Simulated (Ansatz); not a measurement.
# Hypothetical rock salt BAs, response to strain

Take BAs in the rock salt structure (space group Fm-3m, No. 225; a hypothetical phase, not in the database extracts checked; relaxed with 0.1 eV smearing) as the base.

```
BAs
1.0
    0.00000     2.30714     2.30714
    2.30714     0.00000     2.30714
    2.30714     2.30714     0.00000
As B
1 1
Direct
  0.00000   0.00000   0.00000
  0.50000   0.50000   0.50000
```

Cartesian axes are those of the cell as printed.

Strains are applied to the cell and any free atomic positions relax; under biaxial strain the out-of-plane vector relaxes too; under stress the whole cell relaxes.

Computed with Kohn–Sham DFT with the PBE functional, run in Ansatz (a first-principles code) with PAW and 420 eV plane waves, without spin-orbit coupling.

Notes on the quantities. pressure: mean of the normal stresses, compression positive; energy relative to the base: free energy F.

| change | pressure | volume per atom | energy relative to the base |
|---|---|---|---|
| base | 0.0 GPa | 12.28 Å³ | 0 meV/atom |
| biaxial strain +0.68 %, plane normal [001], relaxed out of plane | -1.0 GPa | 12.38 Å³ | +0.8 meV/atom |
| isotropic strain −5.96 % | 35.3 GPa | 10.21 Å³ | +194 meV/atom |
| uniaxial strain ε_yy = −1.95 % | 2.7 GPa | 12.04 Å³ | +3.3 meV/atom |
| uniaxial strain ε_yy = +2.21 % | -2.6 GPa | 12.55 Å³ | +3.5 meV/atom |
| uniaxial stress, 8 GPa tension along x | – | 12.70 Å³ | +27 meV/atom |
| tensor shear ε_xz = −3.10 % | 0.1 GPa | 12.27 Å³ | +9.5 meV/atom |

Beyond what the load breaks, stability against distortions was not tested. All final runs are without spin polarisation.
